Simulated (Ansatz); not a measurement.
**A constructed model of the (111)A surface of zinc-blende ZnS, Zn-terminated, 2x2 O adatom at H3 (bottom of the slab: 2 H on 4 bottom sites)**

These are PBE (plane waves to 420 eV, PAW; Ansatz, a first-principles code) values and carry that method's errors.

Set-up: 35 atoms, 12.5 Å thick at the start with caps and adatoms (thin: gaps and levels are the slab's own); mesh 3x3x1; 0.025 eV smearing; dipole correction on; 8 atoms held, the rest relaxed; symmetry of the start imposed; no spin, no spin-orbit, no U. In PBE it is, or lies within 0.01 eV a 1x1 cell of, the lowest of the 2 structures of its composition computed so far; subsurface sites and larger cells were not tried.

| Quantity | Value |
|---|---|
| gap of the slab on its k-mesh | 1.69 eV |
| highest filled level below the top vacuum level | 5.49 eV |
| energy released by relaxation | 3.05 eV |
| cost | around 12 core-minutes (rough) |
